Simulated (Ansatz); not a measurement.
# SiC: band gap against strain

SiC (zinc blende, F-43m, 10.334 Å³/atom at rest, cube axes along x, y and z) under a strain ε along a cube axis (axis z), the other axes held. r2SCAN in Ansatz, a plane-wave DFT program (PAW, default set), 500 eV, 13×13×13 Γ-centred mesh, Fermi-Dirac smearing 0.05 eV; ions are relaxed within the symmetry of each cell. Gaps are the smallest over the k-mesh and a band path, without spin-orbit coupling; in all rows the valence edge lies at Γ and the conduction edge at about 1.4 Å⁻¹ from Γ.

Here s stands for strain and Eg for gap.

```
strain (%)  gap (eV)
----------  --------
0.00            1.71
0.50            1.69
1.00            1.67
1.50            1.64
3.00               ?
```

Fit Eg against s with a straight line, and predict the withheld value at s = 3.00.

Means: s 0.75000, Eg 1.677. About the means, the sum of products is -0.057500 and the sum of squares of s is 1.2500; the slope is their ratio. Least squares gives Eg = 1.712 - 0.0460·s. Residuals (row less fit): -0.002, 0.001, 0.004, -0.003; standard error 0.004 (degrees of freedom: 2). Over these rows the gap moves by -4.6 ± 0.3 eV per unit strain. At the withheld row, Eg = 1.712 - 0.0460 × 3.0 = 1.574 eV. The calculation gives 1.57 eV, which the fit meets to the printed digits. The row lies outside the fitted rows, so this is an extrapolation. The fitted rows scatter only by rounding.

Rows are the converged runs of the series near zero and its far end; series whose fitted rows scatter by over a few per cent of the range, as at a crossing or softening among them, aren't shown in this form. Most that stay on the fit to the last digits aren't either.
